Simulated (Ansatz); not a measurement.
The starting structures come from a database of crystals and need not be the phases stable at ambient conditions.

Tunnelling through a barrier is set by its complex band structure: the current falls as exp(−2κd) with the smallest κ.

Consider the following.

```
K2ZrF6
1.0
    6.54259     0.00000     0.00000
    0.06476     6.94161     0.00000
    3.27129     0.00000     5.69470
K Zr F
4 2 12
Direct
  0.32093   0.50288   0.31504
  0.67907   0.49712   0.68496
  0.36403   0.99712   0.31504
  0.63597   0.00288   0.68496
  0.04672   0.75000   0.90656
  0.95328   0.25000   0.09344
  0.13769   0.04531   0.80096
  0.86231   0.95469   0.19904
  0.06135   0.45469   0.80096
  0.93865   0.54531   0.19904
  0.00112   0.77749   0.61462
  0.99888   0.22251   0.38538
  0.38426   0.72251   0.61462
  0.61574   0.27749   0.38538
  0.72364   0.21362   0.96918
  0.27636   0.78638   0.03082
  0.30718   0.28638   0.96918
  0.69282   0.71362   0.03082
```

Space group of this cell: C2/c. The cell is taken as given.

Transport runs along the normal of the first two printed cell vectors.

No gap correction and no spin-orbit coupling; mid-gap values are interpolated between computed energies.

State the band gap and the smallest decay constant κ at mid-gap according to r2SCAN (Ansatz, a first-principles code).

Gap 6.40 eV on a 6×6×6 mesh; κ = 0.611 1/Å, at the zone centre.
